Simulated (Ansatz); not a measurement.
Effective masses and thermopower of BeS under load (space group I-4m2)

Here is the system:

```xyz
2
Lattice="0.0000 2.4210 2.4446 2.4210 0.0000 2.4446 2.4210 2.4210 0.0000" Properties=species:S:1:pos:R:3 pbc="T T T"
Be     0.0000     0.0000     0.0000
S      3.6315     3.6315     3.6669
```

Computed with r2SCAN with spin-orbit coupling, rigid bands (plane waves, PAW; Ansatz, a program for electronic structure). Condition of this run: biaxial stress xx = yy = 1 GPa (compression positive) (the target of the relaxation). Geometry: cell and atoms relaxed with r2SCAN, then loaded as said.

```json
{
  "band_gap": "3.50 eV",
  "electron conductivity mass (300 K, dilute)": "0.42 (x), 0.42 (y), 0.30 (z) mₑ",
  "hole conductivity mass (300 K, dilute)": "0.76 (x), 0.76 (y), 0.81 (z) mₑ",
  "effective density of states N_c (300 K)": "1.4e19 cm⁻³",
  "effective density of states N_v (300 K)": "2.8e19 cm⁻³",
  "density_of_states_mass_electrons": "0.66 mₑ",
  "density_of_states_mass_holes": "1.06 mₑ",
  "Seebeck coefficient, n-type 1e19 cm⁻³, 300 K": "-253 μV/K",
  "best n-type power factor at 300 K for τ = 10 fs (best axis; densities from 1e16 to 1e21 cm⁻³ tried, whether or not they can be reached)": "7.8 μW/(cm·K²) at 1e20 cm⁻³",
  "Seebeck coefficient, p-type 1e19 cm⁻³, 300 K": "361 μV/K",
  "best p-type power factor at 300 K for τ = 10 fs (best axis; densities from 1e16 to 1e21 cm⁻³ tried, whether or not they can be reached)": "16.0 μW/(cm·K²) at 3e20 cm⁻³"
}
```

Rigid bands; masses and Seebeck coefficients take one relaxation time τ for all states and one kind of carrier; polarons and phonon drag are left out.
